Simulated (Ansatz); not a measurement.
SrSO4 (F-43m, No. 216, 6 atoms in the cell; start mp-7811; a measured phase of this formula has another space group), treated with LDA in Ansatz (plane waves, PAW).

Run with plane-wave cutoff 500 eV, 10×10×10 k mesh, gaussian smearing 0.02 eV, scalar-relativistic PAW data made under PBE.

Cell (relaxed at this level):

```
CELL_PARAMETERS angstrom
      0.00000     3.49768     3.49768
      3.49768     0.00000     3.49768
      3.49768     3.49768     0.00000
ATOMIC_POSITIONS crystal
  Sr 0.50000 0.50000 0.50000
  S  0.00000 0.00000 0.00000
  O  0.87841 0.87841 0.87841
  O  0.36478 0.87841 0.87841
  O  0.87841 0.87841 0.36478
  O  0.87841 0.36478 0.87841
```

Give the computed band gap.


- band gap = 3.72 eV (on the SCF k mesh)

Note: the relaxation could not lower the start's symmetry, so the cell can be a saddle point above a distorted one.

Spin–orbit coupling is not included.

The computed numbers hold no vibrational or temperature effects.

A start named mp-… is a Materials Project structure, which need not be a measured phase.

Ansatz is a quantum-chemistry and plane-wave program.
